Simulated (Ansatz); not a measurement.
## A computed series for Hf: response to strain

Take Hf in the hcp (Mg type) structure (space group P6_3/mmc, No. 194; relaxed with 0.1 eV smearing) as the base.

```yaml
crystal:
  lattice:
    - [3.19829, 0.00000, 0.00000]
    - [-1.59915, 2.76980, 0.00000]
    - [0.00000, 0.00000, 5.04882]
  atoms:
    - { symbol: Hf, position: [0.66667, 0.33333, 0.75000] }
    - { symbol: Hf, position: [0.33333, 0.66667, 0.25000] }
```

Cartesian axes are those of the cell as printed.

Strains are applied to the cell and any free atomic positions relax; under biaxial strain the out-of-plane vector relaxes too.

Calculations: Kohn–Sham DFT with the r2SCAN functional, run in Ansatz (a first-principles code) with PAW and 500 eV plane waves, no spin-orbit coupling.

Notes on the quantities. in-plane stress: mean in-plane stress (compression positive).

```tsv
case	in-plane stress	shortest interatomic distance
base	–	3.128 Å
biaxial strain −3.00 %, plane normal [001], relaxed out of plane	+7.2 GPa	…
biaxial strain −2.50 %, plane normal [001], relaxed out of plane	+5.9 GPa	3.118 Å
biaxial strain −2.00 %, plane normal [001], relaxed out of plane	+4.7 GPa	…
biaxial strain −1.50 %, plane normal [001], relaxed out of plane	+3.5 GPa	…
biaxial strain −1.00 %, plane normal [001], relaxed out of plane	…	3.130 Å
biaxial strain −0.50 %, plane normal [001], relaxed out of plane	+1.1 GPa	3.129 Å
```

Fill in the withheld entries from the trend.


- biaxial strain −3.00 %, plane normal [001], relaxed out of plane, shortest interatomic distance: 3.102 Å
- biaxial strain −2.00 %, plane normal [001], relaxed out of plane, shortest interatomic distance: 3.133 Å
- biaxial strain −1.50 %, plane normal [001], relaxed out of plane, shortest interatomic distance: 3.131 Å
- biaxial strain −1.00 %, plane normal [001], relaxed out of plane, in-plane stress: +2.3 GPa

Whether these cells are dynamically stable was not tested. The final runs are not spin-polarised.
